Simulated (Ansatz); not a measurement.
Here is the system:

A slab with vacuum along the third vector:

```yaml
crystal:
  lattice:
    - [2.87436, 0.00000, 0.00000]
    - [-0.95812, 2.70998, 0.00000]
    - [0.00000, 0.00000, 28.00000]
  atoms:
    - { symbol: Ta, position: [0.50000, 0.50000, 0.29394] }
    - { symbol: Ta, position: [0.00000, 0.00000, 0.37416] }
    - { symbol: Ta, position: [0.50000, 0.50000, 0.45808] }
    - { symbol: Ta, position: [0.00000, 0.00000, 0.54192] }
    - { symbol: Ta, position: [0.50000, 0.50000, 0.62584] }
    - { symbol: Ta, position: [0.00000, 0.00000, 0.70606] }
```

Set-up: 6 atoms, 11.7 Å thick at the start; mesh 14x14x1; 0.1 eV smearing; dipole correction on; single point; on the structure that PBE left under its start's symmetry; no spin, no spin-orbit, no U.

### Question
Estimate the surface energy (mean of both faces) that r2SCAN, at the PBE geometry (Ansatz, a quantum-chemistry and plane-wave program) returns for this input.

### Answer
2.59 J/m²

### Question
Estimate the work function of the top face that r2SCAN, at the PBE geometry returns for this input.

### Answer
4.82 eV
